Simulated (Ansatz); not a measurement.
## Tb, element substitutions

Take Tb in the hcp (Mg type) structure (space group P6_3/mmc, No. 194; a = 3.602 Å, c = 5.781 Å; ferromagnetic) as the base.

Each row replaces one element on all its sites; cell and atoms are relaxed.

Levels (all Ansatz, a program for electronic structure, PAW, earlier PAW set): PBE (420 eV, no spin-orbit coupling); PBEsol (420 eV, no SOC).

The base cell above is that of PBE; each level relaxes its own structures.

```csv
case,"lattice parameter a, PBE","lattice parameter a, PBEsol"
Tb → La,3.769 Å,?
Tb → Mg,3.186 Å,?
Tb → Hf,3.204 Å,3.159 Å
```

Problem. Some entries are withheld; estimate them.

Solution. 
- Tb → La, lattice parameter a, PBEsol: 3.641 Å
- Tb → Mg, lattice parameter a, PBEsol: 3.166 Å

PBE lies above PBEsol in every row, by 0.020 Å to 0.127 Å. They disagree on the order of Tb → Hf and Tb → Mg.

The magnetic state is the one reached from the starting moments; the real material's order can differ, and small cells can't hold many antiferromagnetic ones. Open 4f shells without U are poorly described, and the f state was not checked. No phonon test of stability was made. Spin-polarised in the final run: PBE base and PBEsol base; the other runs are not.
